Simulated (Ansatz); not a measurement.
## Carrier properties of Si under load (space group P6_3/mmc)

Consider the following.

```
CELL_PARAMETERS angstrom
      3.82187     0.00000     0.00000
     -1.91093     3.30983     0.00000
      0.00000     0.00000     6.35568
ATOMIC_POSITIONS crystal
  Si 0.33333 0.66667 0.06336
  Si 0.66667 0.33333 0.93664
  Si 0.66667 0.33333 0.56336
  Si 0.33333 0.66667 0.43664
```

Method: PBEsol with spin-orbit coupling, rigid bands (plane waves, PAW; Ansatz, a first-principles code). Condition of this run: uniaxial stress zz = -1 GPa (compression positive) (the target of the relaxation). How the cell was made: cell and atoms relaxed with PBEsol, then loaded as said.

The band gap is 0.30 eV and the electron conductivity mass (300 K, dilute) is 0.200 (x), 0.200 (y), 1.16 (z) mₑ. The hole conductivity mass (300 K, dilute) is 0.40 (x), 0.40 (y), 0.60 (z) mₑ. The effective density of states N_c (300 K) comes out as 2.8e19 cm⁻³. The effective density of states N_v (300 K) comes out as 8.3e18 cm⁻³ and the density-of-states mass, electrons is 1.08 mₑ. The density-of-states mass, holes comes out as 0.48 mₑ. The Seebeck coefficient, n-type 1e19 cm⁻³, 300 K is -307 μV/K. The Seebeck coefficient, p-type 1e19 cm⁻³, 300 K is 243 μV/K.

Rigid bands; masses and Seebeck coefficients take one relaxation time τ for all states and one kind of carrier; polarons and phonon drag are left out.
